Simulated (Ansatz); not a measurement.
**BeS: pressure series**

Take BeS in the zinc blende structure (space group F-43m, No. 216; a = 4.838 Å) as the base.

Cell and atoms are relaxed at each pressure.

All numbers come from Kohn–Sham DFT with the PBEsol functional, run in Ansatz (a first-principles code) with PAW and 420 eV plane waves, without spin-orbit coupling.

Candidates:
(a) pressure 1.8 GPa
(b) pressure 45 GPa
(c) pressure 4.2 GPa
(d) pressure 9 GPa
(e) pressure 18 GPa

For the base:

| Quantity | Result |
|---|---|
| Band gap | 2.91 eV |

Q: Order them by band gap, lowest first.

A: (b) pressure 45 GPa (2.10 eV), (e) pressure 18 GPa (2.54 eV), (d) pressure 9 GPa (2.71 eV), (c) pressure 4.2 GPa (2.81 eV), (a) pressure 1.8 GPa (2.87 eV)

Load acts through the strain it causes; cell and atoms are relaxed under it. Whether these cells are dynamically stable was not tested. No other phases were tried under pressure.
